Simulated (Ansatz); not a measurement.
Consider MgTe in the wurtzite structure (space group P6_3mc, No. 186; a = 4.6085 Å, c = 7.5007 Å). Axes: x lies along a and z along c of the hexagonal cell.

Calculations: PBE (Ansatz, a program for electronic structure), no SOC.

It is then changed as follows: an isotropic linear strain of −2.82 %; the atoms relax in the strained cell.

Predict the stress tensor and what it implies for the stiffness.

Stress of the strained cell less that of the base (GPa, compression positive):
```
   3.48    0.00    0.00
   0.00    3.48    0.00
   0.00    0.00    3.47
```

Then B = −ΔP/(ΔV/V₀) with ΔV/V₀ = -0.0822 gives secant stiffness values (nonlinear terms included at this strain): B (at held cell shape, above the free-shape value) ≈ 42 GPa.

As a check, the harmonic strain energy −½ V₀ Δσ:ε is 32 meV/atom; the computed energy rise is 28 meV/atom.

Stability against distortions was not tested.
